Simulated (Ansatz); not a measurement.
# A computed series for BeTe: response to strain

Consider BeTe in the zinc blende structure (space group F-43m, No. 216).

```yaml
crystal:
  lattice:
    - [0.00000, 2.82841, 2.82841]
    - [2.82841, 0.00000, 2.82841]
    - [2.82841, 2.82841, 0.00000]
  atoms:
    - { symbol: Be, position: [0.00000, 0.00000, 0.00000] }
    - { symbol: Te, position: [0.25000, 0.25000, 0.25000] }
```

Strains are applied to the cell and any free atomic positions relax.

All numbers come from r2SCAN (Ansatz, an electronic-structure program; PAW; 500 eV plane waves; scalar-relativistic without spin-orbit coupling).

| isotropic strain (%) | band gap (eV) |
|---|---|
| -3 | 2.14 |
| -2.5 | 2.18 |
| -2 | 2.22 |
| -1.5 | 2.26 |
| -1 | 2.30 |
| -0.5 | ? |
| 0 | 2.37 |

Question: Fit E_g = E₀ + Dε (ε in %) to the rows shown and predict the withheld row.

Answer: Least squares on the printed values gives E₀ = 2.37 eV, D = 77.1 meV per % of strain (largest residual 0.00 eV); this predicts 2.34 eV, and the run gives 2.34 eV, in agreement.

Spin-orbit coupling, missing from the scalar runs, can matter with Te. Whether these cells are dynamically stable was not tested.
